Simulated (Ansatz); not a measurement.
Start from ZnSe in the zinc blende structure (space group F-43m, No. 216; a = 5.665 Å). Axes: x, y, z lie along the cube axes.

Level of theory: r2SCAN (Ansatz, a first-principles code, PAW, no SOC).

Base values:

| Quantity | Value |
|---|---|
| Shortest interatomic distance | 4.636 bohr |
| Valley order | Γ 1.87 eV; L along ⟨111⟩ 3.05 eV; X along ⟨100⟩ 3.34 eV |

Now apply this change: the cell is compressed by 3.34 % along z with no lateral relaxation, atoms relaxed at fixed cell.

How does this affect the stress?

The stress (xx, yy, zz, yz, xz, xy; compression positive) is (1.98, 1.98, 3.13, 0.00, 0.00, 0.00) GPa.

What does the calculation give for the shortest interatomic distance after the change?

The shortest interatomic distance decreases by 0.051 bohr to 4.585 bohr.

Predict the new valley order.

The valley order (the lowest conduction-band minima on the path, energy above the VBM, named in the base's zone) goes from Γ 1.87 eV; L along ⟨111⟩ 3.05 eV; X along ⟨100⟩ 3.34 eV to Γ 1.93 eV; L along [1-11] 3.02 eV; X along [001] 3.07 eV; X along [100] 3.24 eV.

The levels and masses belong to the bands next to the band gap. The cells carry an imposed strain or load. Whether these cells are dynamically stable was not tested.
